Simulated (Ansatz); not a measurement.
Structures of equal composition on the (110) surface of bcc Ta: a layer of Ru in place of the second plane; a layer of Ru in place of the third plane. The slabs share one bottom face, and each structure is named by its start. These are constructed structures in small cells; real faces may alloy, dewet or reconstruct in larger ones, and not all known structures of the face are among them. Slabs of about 11 Å with all that they carry, Fermi-Dirac smearing of 0.1 eV. Bottom of the slabs: a bare face, its two planes held. Relaxed from the named starts with such symmetry as they have, on meshes of like density; energies extrapolated to zero smearing; no spin-orbit coupling, no U. Spin-polarised runs, if any, are marked in brackets, and their order is one that fits the cell; the others ran without spin.

The numbers are results of PBE (plane waves to 420 eV, PAW; Ansatz, a quantum-chemistry and plane-wave program), not measurements.

Task: Order them by energy per 1x1 cell (lowest first) at the level PBE.

Result: a layer of Ru in place of the third plane (0.000 eV), a layer of Ru in place of the second plane (0.205 eV)
